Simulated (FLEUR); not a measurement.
A short convergence ladder for Zr2Au (I4mm, 3 atoms in the cell)

```
Zr2Au
1.0
   -1.65513     1.65513     5.84295
    1.65513    -1.65513     5.84295
    1.65513     1.65513    -5.84295
Zr Au
2 1
Cartesian
  0.00000   0.00000   7.75919
  0.00000   0.00000   3.97671
  0.00000   0.00000   0.00000
```

Base method: PBEsol, all-electron FLAPW (FLEUR), scalar-relativistic valence in FLEUR.

Base settings: Kmax = 3.8 1/bohr; GmaxXC = 15.2 1/bohr; xcFunctional = PBEs; jspins = 1; l_soc = F; mode = hist; fermiSmearingEnergy = 0.00367493 Htr; mesh (inpgen div1-3) = 5 5 5; inpgen gamma flag = false; Gmax = 15.2 1/bohr.

Core times come from one kind of shared machine, to one figure; runs under 30 s give none.

**The basis cutoff**

Moved along: Gmax, GmaxXC.

The second cell is the first with its lattice scaled by 0.98.

The mesh stays at the base's, so the ladder's end is converged at best in this setting alone.

Only quantities that move along the ladder and can be compared are tabulated.

| Kmax | free energy less the last step's (meV/atom) | energy of the compressed cell less the first (meV/atom) | largest difference of a force vector from the last step's (eV/Å) | core time / last (rough) |
|---|---|---|---|---|
| 2.25 1/bohr | 3009.33 | -17.40 | 1.188 | 0.3 |
| 2.55 1/bohr | 926.59 | -36.57 | 0.043 | 0.5 |
| 2.82 1/bohr | 304.64 | -15.03 | 0.034 | 0.4 |
| 3.6 1/bohr | 8.24 | -8.03 | 0.001 | 0.7 |
| 3.8 1/bohr | 0.00 | -7.71 | 0.000 | 1 |

Coarsest Kmax that holds the energy of the compressed cell less the first within 2 meV/atom of the last step, with all finer ones: 3.6 1/bohr; the step before is off by 7.3 meV/atom.

Coarsest Kmax that holds the free energy within 5 meV/atom: not settled: the last two steps still differ by 8.2 meV/atom, over half the tolerance, so the ladder does not show it.

Coarsest Kmax that holds the forces within 0.02 eV/Å of the last step, with all finer ones: 3.6 1/bohr; the step before is off by 0.034 eV/Å.

On the base run: the starting cell comes from a database of computed structures (which also holds hypothetical and non-ambient phases and stackings), without a prior relaxation at this level. Its lattice was rescaled by up to half a per cent. One atom was moved a little off its site on purpose. Values depend on the basis (sphere radii, cutoffs, local orbitals), which need not be converged.
